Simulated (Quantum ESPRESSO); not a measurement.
Quantum ESPRESSO run on ZnNi (P4mm, 2 atoms in the cell): self-consistent single point.

Method of the run: PBEsol, SSSP 1.1.2 efficiency (PBE) pseudopotentials (plane waves; Quantum ESPRESSO).

The change in words: lattice scaled by 0.98; degauss: 0.0073499 Ry → 0.0036749 Ry; K_POINTS: automatic 7 7 7 0 0 0 → automatic 15 15 15 0 0 0. Reference geometry:
```
ZnNi
1.0
    2.88046     0.00000     0.00000
    0.00000     2.88046     0.00000
    0.00000     0.00000     2.88046
Zn Ni
1 1
Direct
  0.50000   0.50000   0.51736
  0.00000   0.00000   0.00000
```

Reference input (self-consistent single point, DFT, PBEsol, plane waves, SSSP 1.1.2 efficiency (PBE) pseudopotentials): ecutwfc = 50 Ry; ecutrho = 400 Ry; occupations = smearing; smearing = gaussian; degauss = 0.0073499 Ry; input_dft = pbesol; potentials = {Zn: Zn_pbe_v1.uspp.F.UPF, Ni: ni_pbe_v1.4.uspp.F.UPF}; K_POINTS = automatic 7 7 7 0 0 0; conv_thr = 1e-09 Ry. This run's input differs from it in these lines:

```diff
@@ -10,4 +10,4 @@
    ibrav = 6
-   A = 2.8804630000
-   C = 2.8804630000
+   A = 2.8228540000
+   C = 2.8228540000
    nat = 2
@@ -18,3 +18,3 @@
    smearing = 'gaussian'
-   degauss = 0.0073499
+   degauss = 0.0036749
    input_dft = 'pbesol'
@@ -31,3 +31,3 @@
 K_POINTS automatic
-7 7 7  0 0 0
+15 15 15  0 0 0
```

Output, abridged:

```
     Self-consistent Calculation

     iteration #  1     ecut=    50.00 Ry     beta= 0.70

     total energy              =    -784.58664548 Ry
     estimated scf accuracy    <      29.30862307 Ry

     iteration #  2     ecut=    50.00 Ry     beta= 0.70

     total energy              =    -802.71861803 Ry
     estimated scf accuracy    <      32.88750385 Ry

     iteration #  3     ecut=    50.00 Ry     beta= 0.70

     total energy              =    -805.50626598 Ry
     estimated scf accuracy    <      11.39382293 Ry

   [... 15 blocks of this kind left out ...]

     iteration # 19     ecut=    50.00 Ry     beta= 0.70

     total energy              =    -804.07399905 Ry
     estimated scf accuracy    <          1.6E-09 Ry

     iteration # 20     ecut=    50.00 Ry     beta= 0.70
     End of self-consistent calculation

     Number of k-points >= 100: set verbosity='high' to print the bands.

     the Fermi energy is    17.8100 ev

!    total energy              =    -804.07399905 Ry
     estimated scf accuracy    <          7.5E-10 Ry
     smearing contrib. (-TS)   =      -0.00011600 Ry
     internal energy E=F+TS    =    -804.07388305 Ry

     convergence has been achieved in  20 iterations

     Forces acting on atoms (cartesian axes, Ry/au):

     atom    1 type  1   force =     0.00000000    0.00000000   -0.01491227
     atom    2 type  2   force =     0.00000000    0.00000000    0.01491227

     Total force =     0.021089     Total SCF correction =     0.000014

          total   stress  (Ry/bohr**3)                   (kbar)     P=       31.28
   0.00021872   0.00000000   0.00000000           32.18        0.00        0.00
   0.00000000   0.00021872   0.00000000            0.00       32.18        0.00
   0.00000000   0.00000000   0.00020051            0.00        0.00       29.50

   JOB DONE.
```

The run converged in 20 iterations. Against the reference run the free energy falls by 8.4 meV/atom, the pressure goes from -6.84 to 3.13 GPa and the largest force goes from 0.303 to 0.383 eV/Å.

The starting cell comes from a database of computed structures (which also holds hypothetical and non-ambient phases and stackings), without a prior relaxation at this level. Its lattice was rescaled by up to half a per cent. One atom was moved a little off its site on purpose. For this run, on top of that: lattice scaled by 0.98. Spin polarisation is off. With a pressure of about 3 GPa the cell is away from its equilibrium volume at this level.

Cost on one core of a shared machine: roughly 80 s.
